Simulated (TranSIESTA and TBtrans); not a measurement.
System: butadiene-1,4-diyl held by thiolate S between the apex atoms of two Al(100) rods. Leads: fcc Al rod along [100], layers of 5 and 4 atoms, a = 4.04 Å. Geometry: as built, not relaxed. Transport runs along z; the first 18 and the last 18 of the 79 atoms are the lead cells, repeated to infinity.

```xyz
79
Lattice="14.213 0.000 0.000 0.000 14.213 0.000 0.000 0.000 40.672" Properties=species:S:1:pos:R:3 pbc="F F T"
Al     7.107     7.107     0.000
Al     9.963     7.107     0.000
Al     7.107     9.963     0.000
Al     4.250     7.107     0.000
Al     7.107     4.250     0.000
Al     8.535     8.535     2.020
Al     5.678     8.535     2.020
Al     8.535     5.678     2.020
Al     5.678     5.678     2.020
Al     7.107     7.107     4.040
Al     9.963     7.107     4.040
Al     7.107     9.963     4.040
Al     4.250     7.107     4.040
Al     7.107     4.250     4.040
Al     8.535     8.535     6.060
Al     5.678     8.535     6.060
Al     8.535     5.678     6.060
Al     5.678     5.678     6.060
Al     7.107     7.107     8.080
Al     9.963     7.107     8.080
Al     7.107     9.963     8.080
Al     4.250     7.107     8.080
Al     7.107     4.250     8.080
Al     8.535     8.535    10.100
Al     5.678     8.535    10.100
Al     8.535     5.678    10.100
Al     5.678     5.678    10.100
Al     7.107     7.107    12.120
Al     9.963     7.107    12.120
Al     7.107     9.963    12.120
Al     4.250     7.107    12.120
Al     7.107     4.250    12.120
Al     8.535     8.535    14.140
Al     5.678     8.535    14.140
Al     8.535     5.678    14.140
Al     5.678     5.678    14.140
Al     7.107     7.107    16.160
S      8.524     5.884    17.496
C      8.223     6.946    18.904
C      7.236     6.674    19.755
C      6.977     7.539    20.917
C      5.990     7.267    21.768
S      5.689     8.330    23.176
H      8.860     7.811    19.049
H      6.614     5.803    19.587
H      7.600     8.411    21.085
H      5.354     6.403    21.623
Al     7.107     7.107    24.512
Al     8.535     8.535    26.532
Al     5.678     8.535    26.532
Al     8.535     5.678    26.532
Al     5.678     5.678    26.532
Al     7.107     7.107    28.552
Al     9.963     7.107    28.552
Al     7.107     9.963    28.552
Al     4.250     7.107    28.552
Al     7.107     4.250    28.552
Al     8.535     8.535    30.572
Al     5.678     8.535    30.572
Al     8.535     5.678    30.572
Al     5.678     5.678    30.572
Al     7.107     7.107    32.592
Al     9.963     7.107    32.592
Al     7.107     9.963    32.592
Al     4.250     7.107    32.592
Al     7.107     4.250    32.592
Al     8.535     8.535    34.612
Al     5.678     8.535    34.612
Al     8.535     5.678    34.612
Al     5.678     5.678    34.612
Al     7.107     7.107    36.632
Al     9.963     7.107    36.632
Al     7.107     9.963    36.632
Al     4.250     7.107    36.632
Al     7.107     4.250    36.632
Al     8.535     8.535    38.652
Al     5.678     8.535    38.652
Al     8.535     5.678    38.652
Al     5.678     5.678    38.652
```

Run with TranSIESTA and TBtrans (open boundaries, self-consistent; PseudoDojo norm-conserving potentials, scalar-relativistic): PAO.BasisSize SZP, PAO.EnergyShift 0.15 eV, XC.Authors PBE, Mesh.Cutoff 150 Ry, ElectronicTemperature 300 K, TS.Voltage 0.0 eV, TBT.Elecs.Eta 0.001 eV, no spin polarisation.

Energies count from the leads' Fermi level. Transmissions are for one spin of a degenerate pair. The energy step is 0.02 eV; narrower resonances are cut or missed.

```csv
E (eV),T
-0.20,0.0109
-0.16,0.00897
-0.12,0.00767
-0.08,0.00723
-0.04,0.00794
0.00,0.0104
0.04,0.0208
0.08,0.0293
0.12,0.0345
0.16,0.0393
0.20,0.0441
```

### Question
Give the zero-bias conductance in μS and the resistance at 300 K.

### Answer
At the Fermi level T = 0.0104. Averaged with −∂f/∂E over the full grid (kT = 25.9 meV) it is 0.0134, well away from the value at one energy, as T changes fast within a few kT. With G0 = 2e²/h = 77.48 μS, G = 1.04 μS and R = 1/G = 962 kΩ.

### Question
Estimate the thermopower by Mott's formula S = −(π²/3)(kB²T/e) d ln T/dE from the rows at -0.04 and 0.04 eV.

### Answer
d ln T/dE = 12.0 eV⁻¹ and (π²/3) kB²T/e = 7.33 μV/K · eV, so S = -88 μV/K; the full integral gives -72 μV/K. A negative sign means that T rises with energy over the thermal window.

The leads' channel count changes near 0.03 eV, within the thermal window, so values at the Fermi level hang on where that band edge falls. Semilocal functionals put molecular levels too close to the Fermi level and tend to overestimate such conductances.
